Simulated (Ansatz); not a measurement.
# Sc under a change: pressure 4.5 GPa

Start from Sc in the hcp (Mg type) structure (space group P6_3/mmc, No. 194; a = 3.3194 Å, c = 5.1664 Å).

Modification: a hydrostatic pressure of 4.5 GPa.

The values are results of DFT with PBE, PAW potentials and a 420 eV plane-wave cutoff in Ansatz (a program for electronic structure), without spin-orbit coupling, not measurements. Γ-centred 16×16×9 mesh, Fermi–Dirac width 0.05 eV.

The density rises by 0.23 g/cm³, from 3.03 g/cm³ to 3.26 g/cm³ and the lattice parameter a decreases by 0.077 Å to 3.242 Å. The c/a ratio drops by 0.0047 to 1.552 and the enthalpy H = E + PV relative to the base's energy is +0.67 eV/atom. The band gap stays zero.

Final structure:

```
CELL_PARAMETERS angstrom
      3.24233     0.00000     0.00000
     -1.62116     2.80794     0.00000
      0.00000     0.00000     5.03112
ATOMIC_POSITIONS crystal
  Sc 0.66667 0.33333 0.75000
  Sc 0.33333 0.66667 0.25000
```

Load acts through the strain it causes; cell and atoms are relaxed under it. No phonon test of stability was made. All final runs are without spin polarisation.
